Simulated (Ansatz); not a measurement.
CaAlO2F (model structure, started from the SrVO2H type, P4/mmm, No. 123, 5 atoms in the cell), treated with PBEsol (Ansatz, a quantum-chemistry and plane-wave program, PAW).

Numerical settings: plane-wave cutoff 520 eV, 10×10×10 k mesh, Fermi–Dirac smearing 0.01 eV, scalar-relativistic PAW data made under PBE.

Cell (relaxed at this level):

Space group P4/mmm (No. 123); a = b = 3.7269 Å, c = 3.6773 Å, α = β = γ = 90.00°

| atom | site | symmetry | x | y | z |
|---|---|---|---|---|---|
| Ca | 1d | 4/mmm | 0.5000 | 0.5000 | 0.5000 |
| Al | 1a | 4/mmm | 0.0000 | 0.0000 | 0.0000 |
| O | 2f | mmm. | 0.0000 | 0.5000 | 0.0000 |
| F | 1b | 4/mmm | 0.0000 | 0.0000 | 0.5000 |

Q: What does this level give for the band gap, Γ–Γ gap and bulk modulus?

A: 
- band gap = 3.38 eV (on the SCF k mesh)
- Γ–Γ gap = 4.40 eV
- bulk modulus = 162 GPa

Note: the bulk modulus is −V dP/dV from two relaxed cells at ±2 % in volume; the relaxation could raise the start's symmetry but not lower it, so the cell can be a saddle point.

Computed values are for the static lattice.

A model structure was made by putting elements into a prototype or built by hand; it is no filed structure, need not be a known phase, and can be a saddle point held by its symmetry.
